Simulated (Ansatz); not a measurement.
End structure of a constructed model of the (110) surface of bcc Nb, a layer of Hf in place of the second plane (bottom of the slab: a bare face, its two planes held):

```
CELL_PARAMETERS angstrom
      2.86732     0.00000     0.00000
     -0.95577     2.70334     0.00000
      0.00000     0.00000    28.00000
ATOMIC_POSITIONS crystal
  Nb 0.50000 0.50000 0.28861
  Nb 0.00000 0.00000 0.37222
  Nb 0.50000 0.50000 0.45592
  Nb 0.00000 0.00000 0.53919
  Hf 0.50000 0.50000 0.62937
  Nb 0.00000 0.00000 0.71475
```

Model: 6-atom slab, 11.8 Å thick at the start, 14x14x1 mesh, Fermi-Dirac 0.1 eV, dipole correction, 2 atoms held, the rest relaxed; symmetry of the start imposed; no spin, no spin-orbit, no U. It is one candidate, not shown to be the stable structure of the face.

**Question.** Predict the work function of the top face from PBE (Ansatz, a quantum-chemistry and plane-wave program).

**Answer.** 4.64 eV
